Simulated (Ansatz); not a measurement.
Base system: Bi in the A7 type structure (space group R-3m, No. 166; a = 4.533 Å, c = 11.654 Å (hexagonal axes)).

The other end (x = 1) is As (space group R-3m, No. 166; layered): 20.89 Å³/atom, gap zero.

The values are results of PBE-D3(BJ), PAW, 420 eV (Ansatz, an electronic-structure program; spin-orbit coupling left out), not measurements.

As replaces a fraction x of Bi; each row is one arrangement (x, atoms in the cell, starting space group or random), fully relaxed.

One change was made to it. Results:

The band gap stays zero; the mixing energy is +0.04 eV/atom (to 0.01 eV only: unlike meshes or grids); the deviation of the volume from the linear (Vegard-type) interpolation amounts to -0.3 %.

Task: Name the change that was made.
(A) x(As) = 0.5, 6 atoms, P3m1
(B) x(As) = 0.5, 4 atoms, C2/m
(C) x(As) = 0.375, 8 atoms, P1

Result: C, x(As) = 0.375, 8 atoms, P1. For comparison, the deviation of the volume from the linear in the other runs: x(As) = 0.5, 4 atoms, C2/m gives -1.4 %; x(As) = 0.5, 6 atoms, P3m1 gives -2.6 %.

Each cell is one ordered arrangement of few atoms, which overstates ordering effects compared with a random alloy. Spin-orbit coupling, missing from the scalar runs, can matter with Bi. Whether these cells are dynamically stable was not tested. The final runs are not spin-polarised. A zero or small gap of Bi5As3 and BiAs can be the functional's error rather than a property of the material.
